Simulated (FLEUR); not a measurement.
A self-consistent single point of ScCd3 (P6_3/mmc, 8 atoms in the cell) with FLEUR.

Method of the run: FLEUR with PBEsol, all-electron FLAPW (FLEUR), scalar-relativistic valence.

The change in words: lattice scaled by 0.98. Reference geometry:
```yaml
crystal:
  lattice:
    - [6.29508, 0.00000, 0.00000]
    - [-3.14754, 5.45170, 0.00000]
    - [0.00000, 0.00000, 4.80242]
  atoms:
    - { symbol: Sc, position: [0.33333, 0.66667, 0.25000] }
    - { symbol: Sc, position: [0.66667, 0.33333, 0.75000] }
    - { symbol: Cd, position: [0.83410, 0.66820, 0.25000] }
    - { symbol: Cd, position: [0.16590, 0.33180, 0.75000] }
    - { symbol: Cd, position: [0.16590, 0.83410, 0.75000] }
    - { symbol: Cd, position: [0.83410, 0.16590, 0.25000] }
    - { symbol: Cd, position: [0.33180, 0.16590, 0.25000] }
    - { symbol: Cd, position: [0.66820, 0.83410, 0.75000] }
```

Reference input (self-consistent single point, DFT, PBEsol, all-electron FLAPW (FLEUR), scalar-relativistic valence): Kmax = 3.8 1/bohr; GmaxXC = 11.4 1/bohr; xcFunctional = PBEs; jspins = 1; l_soc = F; mode = hist; fermiSmearingEnergy = 0.00499791 Htr; mesh (inpgen div1-3) = 4 4 5; inpgen gamma flag = true; Gmax = 11.4 1/bohr; numbands = 0; maxIterBroyd = 15. This run's input differs from it in these lines:

```diff
@@ -3,5 +3,5 @@
 &input film=f /
-11.8959698631 -0.0000000672 0.0000000000
--5.9479848734 10.3022121377 0.0000000000
-0.0000000000 0.0000000000 9.0752547560
+11.6580499250 -0.0000001508 0.0000000000
+-5.8290248319 10.0961674691 0.0000000000
+0.0000000000 0.0000000000 8.8937503412
 1.0
@@ -50,5 +50,5 @@
          <bravaisMatrix>
-            <row-1>   11.8959698630999995    -0.0000000672000000     0.0000000000000000</row-1>
-            <row-2>   -5.9479848734000003    10.3022121376999998     0.0000000000000000</row-2>
-            <row-3>    0.0000000000000000     0.0000000000000000     9.0752547559999996</row-3>
+            <row-1>   11.6580499250000003    -0.0000001508000000     0.0000000000000000</row-1>
+            <row-2>   -5.8290248319000000    10.0961674690999992     0.0000000000000000</row-2>
+            <row-3>    0.0000000000000000     0.0000000000000000     8.8937503412000005</row-3>
          </bravaisMatrix>
```

Output (repeated stretches shortened):

```
 Iteration:     1   Distance:       8.70431065 me/bohr^3
 Iteration:     2   Distance:       7.23650652 me/bohr^3
 Iteration:     3   Distance:       3.66759195 me/bohr^3
 Iteration:     4   Distance:       2.78613149 me/bohr^3
 Iteration:     5   Distance:       2.69904640 me/bohr^3
   [... 10 lines left out ...]
 Iteration:    16   Distance:       0.00007788 me/bohr^3
 Iteration:    17   Distance:       0.00002984 me/bohr^3
 Iteration:    18   Distance:       0.00001474 me/bohr^3
 Iteration:    19   Distance:       0.00000318 me/bohr^3
 Reset of history
 Run finished successfully
 Stop message:
   Structural relaxation: new displacements generated

[file out, last iteration]
             iter=     20
[...]
          total density-effective poten   -5.7738706207E+04
          total charge density-energy d   -9.8930706241E+02
 Updated energy parameters for spin:           1
[...]
 fermi energy and band-weighting factors:
   [... 10 lines left out ...]

[...]
FERMIE:
          first approx. to ef    (T=0)  :   0.311505 htr   (energy of the highest occ. eigenvalue)
          number of occ. states  (T=0)  :        779
          first approx. to seigv (T=0)  : -85.903415 htr
          sum of weights of occ. states :  65.075000
          sum of semicore charge        :   0.000000 e
FERHIS:  Fermi-Energy by histogram:
          bandgap                     :   0.000370 htr
   [... lines left out ...]
          charge neutrality (T=0)     :   0.150000    (zero if the highest occ. eigenvalue is "entirely" occupied)
     EF_NEWTON:  Adjust Fermi-Energy by Newton-Method.
 Direct bandgap for spin            1 :    1.3375055734214825E-002  Htr
 ---->    free energy=                    -35087.3480602553 htr
   [... lines left out ...]
      extrapolation for T->0
 ---->    total electron energy=          -35087.3427931220 htr
 ***** TOTAL FORCES ON ATOMS *****
 TOTAL FORCE FOR ATOM TYPE=  1  X=  5.829   Y= -3.365   Z=  2.223
                       FX_TOT= 0.000000 FY_TOT= 0.000000 FZ_TOT= 0.000000
 TOTAL FORCE FOR ATOM TYPE=  2  X=  0.000   Y= -3.350   Z=  2.223
                       FX_TOT= 0.000000 FY_TOT=-0.000493 FZ_TOT= 0.000000
```

The run converged in 19 iterations. FLEUR gives forces in its relaxation mode, with a further iteration, so its stop message speaks of a relaxation. 

The starting cell comes from a database of computed structures (which also holds hypothetical and non-ambient phases and stackings), without a prior relaxation at this level. Its lattice was rescaled by a random factor within 2.5 % of one. For this run, on top of that: lattice scaled by 0.98. Values depend on the basis (sphere radii, cutoffs, local orbitals), which need not be converged. The log's line on a gap gives a spacing of levels on this mesh, which the program prints for metals too.

These are the values that this program gave, and no reference: the default basis lacks the next d shell.

Cost on one core of a shared machine: roughly 7 min.
